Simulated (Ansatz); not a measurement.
The reference is ZnCu in the CsCl type structure (space group Pm-3m, No. 221; relaxed with 0.1 eV smearing).

```xyz
2
Lattice="2.9085 0.0000 0.0000 0.0000 2.9085 0.0000 0.0000 0.0000 2.9085" Properties=species:S:1:pos:R:3 pbc="T T T"
Zn     1.4542     1.4542     1.4542
Cu     0.0000     0.0000     0.0000
```

Cartesian axes are those of the cell as printed.

The values are results of PBEsol, PAW, 420 eV (Ansatz, a first-principles code; without spin-orbit coupling), not measurements.

For the base:

The pressure is 0.0 GPa.

Modification: biaxial strain +2.50 %, plane normal [111], relaxed out of plane (Cartesian); in-plane vectors clamped, the third vector and the atoms free.

Predict the new pressure.

The pressure (mean of the normal stresses, compression positive) goes from zero to -4.5 GPa.

Estimate the effect on the energy relative to the base.

The energy increases by 14 meV/atom.

What happens to the ratio −ε⊥/ε∥?

The ratio −ε⊥/ε∥ is 0.44.

No phonon test of stability was made. All final runs are without spin polarisation.
